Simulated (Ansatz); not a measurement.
The starting structures come from a database of crystals and need not be the phases stable at ambient conditions.

 Where the default PAW files enter, the runs use the earlier of Ansatz's two default sets.

Inside the gap of an insulator the Bloch states are evanescent, with a wavenumber k + iκ along the transport direction.

Input:

```
CELL_PARAMETERS angstrom
      6.68534     0.00000     0.00000
      2.69060     6.12001     0.00000
      1.99737    -3.06000     3.65419
ATOMIC_POSITIONS crystal
  Cd 0.25000 0.25000 0.50000
  Cd 0.00000 0.00000 0.00000
  Mo 0.75000 0.75000 0.50000
  Mo 0.50000 0.50000 0.00000
  O  0.56957 0.25761 0.08725
  O  0.42036 0.90682 0.89921
  O  0.25761 0.56957 0.91275
  O  0.90682 0.42036 0.10079
  O  0.68043 0.99239 0.41275
  O  0.82964 0.34318 0.60079
  O  0.99239 0.68043 0.58725
  O  0.34318 0.82964 0.39921
```

Space group of this cell: I4_1/a. The cell is taken as given; by PBEsol its mean pressure is -0.7 GPa.

Transport runs along the normal of the first two printed cell vectors, the (110) plane of the conventional cell.

The gap is the functional's own, uncorrected, and κ follows it; spin-orbit coupling is left out. Mid-gap values are interpolated between the computed energies.

Question: Predict the band gap and the smallest decay constant κ at mid-gap from PBEsol (Ansatz, an electronic-structure program).

Answer: Gap 2.36 eV on a 8×8×8 mesh; κ = 0.351 1/Å, at (0.333, 0.333) of the in-plane reciprocal vectors. At the zone centre, at the nearest computed energy, the slowest state has κ = 0.41 1/Å.
